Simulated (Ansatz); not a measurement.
The starting structures come from a database of crystals and need not be the phases stable at ambient conditions.

 Where the default PAW files enter, the runs use the earlier of Ansatz's two default sets.

Here is the system:

```yaml
crystal:
  lattice:
    - [7.96472, 0.00000, 0.00000]
    - [-2.66966, 7.52743, 0.00000]
    - [-1.33483, 3.76371, 2.30560]
  atoms:
    - { symbol: Mg, position: [0.49754, 0.49918, 0.00000] }
    - { symbol: Cd, position: [0.00152, 0.00051, 0.00000] }
    - { symbol: Te, position: [0.37985, 0.12662, 0.00000] }
    - { symbol: Te, position: [0.87113, 0.62371, 0.00000] }
```

Space group of this cell: R3m. The cell is taken as given; by PBEsol its mean pressure is -0.9 GPa.

Transport runs along the normal of the first two printed cell vectors, the (110) plane of the conventional cell.

The gap is the functional's own, uncorrected, and κ follows it; spin-orbit coupling is left out. Mid-gap values are interpolated between the computed energies.

### Question
Compute, with PBEsol run with Ansatz (a quantum-chemistry and plane-wave program), the band gap and the smallest decay constant κ at mid-gap.

### Answer
Gap 1.20 eV on a 14×14×14 mesh; κ = 0.085 1/Å, at the zone centre.
